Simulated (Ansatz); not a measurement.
Consider GaAs in the zinc blende structure (space group F-43m, No. 216; a = 5.6667 Å). Axes: x, y, z lie along the cube axes.

Method: r2SCAN in Ansatz (plane waves to 500 eV, PAW, scalar-relativistic without spin-orbit coupling).

Strains are applied to the cell and any free atomic positions relax.

One change was made to it. Results:

The band gap shrinks by 0.02 eV (0.96 eV → 0.94 eV); the gap character remains direct at Γ.

### Question
Which of these changes matches the shifts?
(A) tensor shear ε_xy = +0.29 %
(B) tensor shear ε_xy = +0.86 %
(C) tensor shear ε_xy = +1.71 %
(D) tensor shear ε_xy = +1.14 %

### Answer
A, tensor shear ε_xy = +0.29 %. For comparison, the band gap in the other runs: tensor shear ε_xy = +1.14 % gives 0.86 eV; tensor shear ε_xy = +0.86 % gives 0.89 eV; tensor shear ε_xy = +1.71 % gives 0.80 eV.

No phonon test of stability was made. k-point labels follow each cell's own Brillouin zone.

Ansatz is a program for electronic structure.
